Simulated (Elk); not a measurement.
Input and output of a self-consistent single point for YSI (P1, 3 atoms in the cell) (Elk).

Method of the run: Elk with LDA (PW92), all-electron FP-LAPW, Elk's shipped species files, APW+lo basis with extra local orbitals.

```yaml
crystal:
  lattice:
    - [4.54373, 0.00000, 0.00000]
    - [-2.27187, 3.93499, 0.00000]
    - [0.00000, 0.00000, 5.14258]
  atoms:
    - { symbol: Y, position: [0.00478, 0.00802, 0.01094] }
    - { symbol: S, position: [0.33640, 0.66848, 0.99976] }
    - { symbol: I, position: [0.65882, 0.32350, 0.48929] }
```

Reference input (self-consistent single point, DFT, PBEsol, all-electron FP-LAPW, Elk's shipped species files, APW+lo basis with extra local orbitals): xctype = 22; rgkmax = 7.5; stype = 3; swidth = 0.000734986 Ha; ngridk = 4 4 4; tforce = true; gmaxvr = 18 1/bohr; lmaxapw = 10; lmaxo = 8; nxlo = 2; lorbcnd = true; lradstp = 2. This run's input differs from it in these lines:

```diff
@@ -4,3 +4,3 @@
 xctype
-  22
+  3
```

The program printed (abridged):

```
│ Self-consistent loop started │
│ Loop number : 1 │
 total energy                :     -10887.3021358
│ Loop number : 2 │
 total energy                :     -10904.3095355
RMS change in Kohn-Sham potential (target) :   0.1311758579     (  0.1000000000E-05)
Absolute change in total energy (target)   :    17.00739974     (  0.1000000000E-03)
│ Loop number : 3 │
 total energy                :     -10901.3507952
RMS change in Kohn-Sham potential (target) :   0.1053992947     (  0.1000000000E-05)
Absolute change in total energy (target)   :    1.293109544     (  0.1000000000E-03)
│ Loop number : 4 │
   [... lines left out ...]
Absolute change in total energy (target)   :   0.2104895411E-03 (  0.1000000000E-03)
│ Loop number : 17 │
 total energy                :     -10893.3964691
RMS change in Kohn-Sham potential (target) :   0.3030871227E-06 (  0.1000000000E-05)
Absolute change in total energy (target)   :   0.1902785498E-03 (  0.1000000000E-03)
│ Loop number : 18 │
 total energy                :     -10893.3964401
RMS change in Kohn-Sham potential (target) :   0.9170447580E-07 (  0.1000000000E-05)
Absolute change in total energy (target)   :   0.7653197827E-04 (  0.1000000000E-03)
Convergence targets achieved

│ Loop number : 19 │

Energies :
 Fermi                       :     0.196962989971
 total energy                :     -10893.3964430

Density of states at Fermi energy :   0.1360658686E-06
 (states/Hartree/unit cell)

Estimated indirect band gap :   0.4163190061E-01
 from k-point      1 to k-point      1
Estimated direct band gap   :   0.4163190061E-01
 at k-point      1

Charges :
 core                        :    74.00000000
 valence                     :    34.00000000
 interstitial                :    6.546159374
 muffin-tins (core leakage)
  species :    1 (Y)
   atom    1                 :    36.52572089     (  0.1768969913E-04)
  species :    2 (S)
   atom    1                 :    14.32723928     (  0.1304809255E-03)
  species :    3 (I)
   [... lines left out ...]
   total force               :    -0.00152712    0.00167269   -0.00295230
   total magnitude           :     0.00372103
 species :    3 (I)
  atom :    1
   Hellmann-Feynman          :     0.00083451    0.00730005   -0.00021059
   IBS                       :    -0.00042091   -0.00676112   -0.00067609
   total force               :     0.00041359    0.00053893   -0.00088667
   total magnitude           :     0.00111700
```

The run converged in 19 iterations. The count includes the last loop, which Elk runs after its targets are met. Against the reference run the gap on the mesh goes from 1.213 to 1.133 eV.

The starting cell comes from a database of computed structures (which also holds hypothetical and non-ambient phases and stackings), without a prior relaxation at this level. Its atoms were displaced at random from the sites of space group no. 187. Spin-orbit coupling is off. Values depend on the basis (sphere radii, cutoffs, local orbitals), which need not be converged.

Cost on one core of a shared machine: roughly 5 min.
